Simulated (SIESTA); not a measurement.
Worked example: self-consistent single point of RuAl (Pm-3m, 2 atoms in the cell) in SIESTA.

Method of the run: GGA PBE, numerical atomic orbitals TZP, PseudoDojo PBE standard norm-conserving potentials (rewritten from UPF to PSML) (SIESTA 5.4.2).

The change in words: lattice scaled by 0.98. Reference geometry:
```yaml
crystal:
  lattice:
    - [2.99150, 0.00000, 0.00000]
    - [0.00000, 2.99150, 0.00000]
    - [0.00000, 0.00000, 2.99150]
  atoms:
    - { symbol: Al, position: [0.50000, 0.50000, 0.50000] }
    - { symbol: Ru, position: [0.00000, 0.00000, 0.00000] }
```

Reference input (self-consistent single point, DFT, GGA PBE, numerical atomic orbitals TZP, PseudoDojo PBE standard norm-conserving potentials (rewritten from UPF to PSML)): XC.functional = GGA; XC.authors = PBE; potentials = PseudoDojo PBE standard; PAO.BasisSize = TZP; PAO.EnergyShift = 0.01 Ry; MeshCutoff = 300 Ry; kgrid.MonkhorstPack = 9 9 9; OccupationFunction = MP; OccupationMPOrder = 0; ElectronicTemperature = 272 meV; MaxSCFIterations = 150; SCF.Mixer.Method = Broyden. This run's input differs from it in these lines:

```diff
@@ -12,5 +12,5 @@
 %block LatticeVectors
-     2.991495000    0.000000000    0.000000000
-     0.000000000    2.991495000    0.000000000
-     0.000000000    0.000000000    2.991495000
+     2.931665000    0.000000000    0.000000000
+     0.000000000    2.931665000    0.000000000
+     0.000000000    0.000000000    2.931665000
 %endblock LatticeVectors
```

Output (repeated stretches shortened):

```
        iscf     Eharris(eV)        E_KS(eV)     FreeEng(eV)     dDmax    Ef(eV) dHmax(eV)
   scf:    1    -2775.598945    -2806.273377    -2806.314019  1.336072 -3.326476 15.190355
   scf:    2    -2814.528910    -2810.740343    -2810.776396  0.197712 -4.038936  9.990322
   scf:    3    -2814.732243    -2814.010634    -2814.069407  0.276880 -5.468358  0.253310
   scf:    4    -2814.017012    -2814.016730    -2814.074831  0.012144 -5.411694  0.355088
   scf:    5    -2814.027582    -2814.022792    -2814.081775  0.052672 -5.450801  0.046516
   [... 3 lines left out ...]
   scf:    9    -2814.022836    -2814.022821    -2814.081788  0.000406 -5.453528  0.043447
   scf:   10    -2814.022837    -2814.022834    -2814.081830  0.001538 -5.458471  0.018879
   scf:   11    -2814.022805    -2814.022824    -2814.081842  0.000505 -5.461967  0.000129
   scf:   12    -2814.022827    -2814.022825    -2814.081842  0.000037 -5.462024  0.000046
SCF Convergence by DM+H criterion
max |DM_out - DM_in|         :     0.0000366853
max |H_out - H_in|      (eV) :     0.0000456401
SCF cycle converged after 12 iterations

Using DM_out to compute the final energy and forces

siesta: E_KS(eV) =            -2814.0228

siesta: E_KS - E_eggbox =     -2814.0228

siesta: Atomic forces (eV/Ang):
     1    0.000000    0.000000    0.000000
     2    0.000000   -0.000000   -0.000000
   Tot    0.000000   -0.000000    0.000000
   Max    0.000000
   Res    0.000000    sqrt( Sum f_i^2 / 3N )
   Max    0.000000    constrained

Stress tensor Voigt[x,y,z,yz,xz,xy] (kbar):     -161.22     -161.22     -161.22       -0.00       -0.00        0.00
(Free)E + p*V (eV/cell)    -2811.5463
Target enthalpy (eV/cell)    -2814.0818

siesta: Program's energy decomposition (eV):
siesta: FreeEng =     -2814.081842

   [... lines left out ...]
siesta:    -0.100629    0.000000   -0.000000
siesta:     0.000000   -0.100629    0.000000
siesta:    -0.000000   -0.000000   -0.100629

siesta: Cell volume =         25.196663 Ang**3

siesta: Pressure (static):
siesta:                Solid            Molecule  Units
siesta:           0.00109598          0.00109598  Ry/Bohr**3
siesta:           0.10062864          0.10062864  eV/Ang**3
siesta:         161.22485330        161.22485330  kBar
```

The run converged in 12 iterations. Against the reference run the free energy rises by 40.6 meV/atom and the pressure goes from 1.18 to 16.12 GPa.

The starting cell has typed, rounded lattice constants, without a prior relaxation at this level. Its lattice was rescaled by a random factor within 2.5 % of one. For this run, on top of that: lattice scaled by 0.98. Spin polarisation is off. Values carry the incompleteness of an atom-centred basis. With a pressure of about 16 GPa the cell is away from its equilibrium volume at this level.

Cost on one core of a shared machine: roughly 2 min.
